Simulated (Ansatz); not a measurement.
Consider the following.

```xyz
5
Lattice="4.8345 0.0000 0.0000 -2.4172 4.1868 0.0000 0.0000 0.0000 7.5183" Properties=species:S:1:pos:R:3 pbc="T T T"
La     0.0000     2.7912     1.7924
La     2.4172     1.3956     5.7259
Se     0.0000     0.0000     0.0000
Se     0.0000     2.7912     4.8593
Se     2.4172     1.3956     2.6591
```

No spin polarisation.

All numbers come from plane-wave PAW DFT at the r2SCAN level (Ansatz, a first-principles code, 500 eV), without spin-orbit coupling. Settings: 8×8×5 k-points, 0.05 eV Fermi–Dirac smearing.

Q: What hole mass does the calculation give?

A: 0.32 mₑ along c, 0.49 mₑ across (at Γ).

Q: Estimate the gap character.

A: Indirect, Γ → M.

Masses are band curvatures over ±0.01 Å⁻¹ around the edge. Stability against distortions was not tested. The cell was made from La2O3 by this change: O → Se; the result is a hypothetical phase, not in the database extracts checked.
